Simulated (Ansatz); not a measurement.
```yaml
crystal:
  lattice:
    - [3.17111, 0.00000, 0.00000]
    - [-1.58555, 2.74626, 0.00000]
    - [0.00000, 0.00000, 5.16679]
  atoms:
    - { symbol: Ga, position: [0.66667, 0.33333, 0.00087] }
    - { symbol: Ga, position: [0.33333, 0.66667, 0.50087] }
    - { symbol: N, position: [0.66667, 0.33333, 0.62433] }
    - { symbol: N, position: [0.33333, 0.66667, 0.12433] }
```

No spin polarisation.

Computed with Ansatz (a quantum-chemistry and plane-wave program), PBEsol, PAW, cutoff 420 eV, scalar-relativistic without spin-orbit coupling. k-mesh 12×12×7 (Γ-centred); smearing 0.05 eV (Fermi–Dirac).

**Question.** Predict the valence-band top at Γ (three highest levels, from the VBM).

**Answer.** 0.00, 0.00, -0.05 eV.

**Question.** What electron mass does the calculation give?

**Answer.** 0.16 mₑ along c, 0.18 mₑ across (at Γ).

**Question.** Predict the gap character.

**Answer.** Direct at Γ.

**Question.** Predict the width of the top valence band.

**Answer.** 2.86 eV.

Load acts through the strain it causes; cell and atoms are relaxed under it. Masses are band curvatures over ±0.01 Å⁻¹ around the edge. No phonon test of stability was made. Tetrahedral semiconductors of this kind turn to denser phases somewhere between about 1 and 50 GPa; those were not computed, so compressed cells here can lie past the real transition. The cell was made from GaN in the wurtzite structure (space group P6_3mc, No. 186) by this change: pressure 2.1 GPa.
